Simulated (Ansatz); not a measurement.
Ansatz (a first-principles code) run on PtS2 (P-3m1, 3 atoms in the cell): relaxation of cell and atoms.

Computed with PBE (plane waves, PAW; Ansatz).

```
CELL_PARAMETERS angstrom
      3.47457     0.00000     0.00000
     -1.73729     3.00907     0.00000
      0.00000     0.00000     5.48009
ATOMIC_POSITIONS crystal
  Pt 0.00000 0.00000 0.00000
  S  0.66667 0.33333 0.77966
  S  0.33333 0.66667 0.22034
```

Reference input (self-consistent single point, DFT, PBE, plane waves, default PAW files): basis.ecutwfc = 420 eV; kpoints.mp_grid.grid = 7 7 4; hamiltonian.xc = pbe; hamiltonian.pseudopotentials = {kind: paw}, with the files named one by one; scf.occupations.method = fermi_dirac; scf.occupations.width = 0.01 eV. This run's input differs from it in these lines:

Ansatz 0.2 input:
```diff
@@ -10,3 +10,3 @@
 basis:
-  ecutwfc: 420.0
+  ecutwfc: 250.0
 kpoints:
@@ -18,2 +18,4 @@
   occupations: { method: fermi_dirac, width: 0.01 }
+relax:
+  cell: {}
 output:
```

Output (repeated stretches shortened):

```
   [... SCF lines of the steps left out ...]
relax step   1: F+E_penalty+E_count = -14326.31137819 eV  Δ(F+E_penalty+E_count) = +0.000e0 eV  max|allowed force component| = 1.103e0 eV/Å  Δτ_max = 0.0000 Å  P = +12.032 GPa  Ω = 57.296 Å³  (7 SCF iters, dr2 threshold 1.00e-7 eV, accepted)
relax step   2: F+E_penalty+E_count = -14324.70923670 eV  Δ(F+E_penalty+E_count) = +1.602e0 eV  max|allowed force component| = 1.048e-1 eV/Å  Δτ_max = 0.0410 Å  P = -23.233 GPa  Ω = 64.035 Å³  energy of the carried Pulay correction = -1.300e0 eV  (7 [...]
   [... lines left out ...]
relax step 120: F+E_penalty+E_count = -14326.49775454 eV  Δ(F+E_penalty+E_count) = +4.234e-3 eV  max|allowed force component| = 1.792e-3 eV/Å  Δτ_max = 0.0004 Å  P = +0.007 GPa  Ω = 66.405 Å³  energy of the carried Pulay correction = -4.246e-3 eV  [...]
relax step 121: F+E_penalty+E_count = -14326.49775454 eV  Δ(F+E_penalty+E_count) = +1.273e-11 eV  max|allowed force component| = 1.792e-3 eV/Å  Δτ_max = 0.0000 Å  P = +0.061 GPa  Ω = 66.405 Å³  stress off target by 1.28e-1 GPa  SCF on the basis [...]
basis re-selected at this cell: Δ(F+E_penalty+E_count) = +1.273e-11 eV, ΔP = +0.055 GPa vs the last step
   [... lines left out ...]
Free energy (F): -14326.497755 eV
Fermi energy:    8.116219 eV
Error: variable-cell relaxation did not converge after 121 `relax_step` rows, as none of its last 45 fresh-basis SCF(s) at a relaxed cell met both thresholds with a finite energy. The last misses `relax.cell.stress_tol`: largest allowed force component 1.79e-3 eV/Å (`relax.f_tol` 1.00e-2 eV/Å), stress off the target on the free part of the cell 1.28e-1 GPa (`relax.cell.stress_tol` 5.00e-2 GPa), F+E_penalty+E_count -14326.49775454 eV. The closest is row 121, whose structure comes with this error. Larger ratio of force or stress to its threshold at each such SCF whose figures are numbers: 101.002, 58.605, 19.748, 10.409, 10.111, 11.078, 12.589, 13.869, 14.762, 14.980, 14.353, [...]
   [... lines left out ...]
to start a new deck from the relaxed geometry:
  cell:  # Å, volume = 66.4053 Å³
    - [3.590847198448232, 2.9833560921523516e-7, 1.0704143775385346e-32]
    - [-1.7954238575903325, 3.1097647457965465, 4.669613399017312e-33]
    - [1.6882566018187327e-32, 1.8251422722364674e-32, 5.946734917950738]
  atoms:
    - { symbol: Pt, position: [-1.3719140720907233e-34, -7.820306995779798e-35, 8.243492766859044e-21] }
    - { symbol: S, position: [0.6666666666666667, 0.33333333333333337, 0.7930175361352197] }
    - { symbol: S, position: [0.3333333333333333, 0.6666666666666666, 0.20698246386478034] }
```

The relaxation ended unconverged. 

The starting cell comes from a database of computed structures (which also holds hypothetical and non-ambient phases and stackings), without a prior relaxation at this level. Its lattice was rescaled by a random factor within 2.5 % of one. The cutoff lies below the one recommended for these files.

Cost on one core of a shared machine: roughly 4 min.
